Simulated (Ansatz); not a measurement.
**GaAlAs₂ (model structure, P-4m2, No. 115, 4 atoms in the cell)**

The numbers are results of PBEsol+SOC (Ansatz, an electronic-structure program, PAW), not measurements.

Run with plane-wave cutoff 520 eV, 8×8×6 k mesh (along the axes of the cell as run), Fermi–Dirac smearing 0.01 eV, PAW data made under PBE.

Cell (relaxed with PBEsol):

```yaml
crystal:
  lattice:
    - [4.00986, 0.00000, 0.00000]
    - [0.00000, 4.00986, 0.00000]
    - [0.00000, 0.00000, 5.66229]
  atoms:
    - { symbol: Ga, position: [0.00000, 0.00000, 0.00000] }
    - { symbol: As, position: [0.50000, 0.00000, 0.25016] }
    - { symbol: Al, position: [0.50000, 0.50000, 0.50000] }
    - { symbol: As, position: [0.00000, 0.50000, 0.74984] }
```

```yaml
band_gap: 0.91 eV (direct)
```

Note: the relaxation could raise the start's symmetry but not lower it, so the cell can be a saddle point.

Static lattice: no zero-point or thermal effects.

Cost on a shared machine: about 4 core-minutes (a rough figure).

A model structure was made by putting elements into a prototype or built by hand; it is no filed structure, need not be a known phase, and can be a saddle point held by its symmetry.
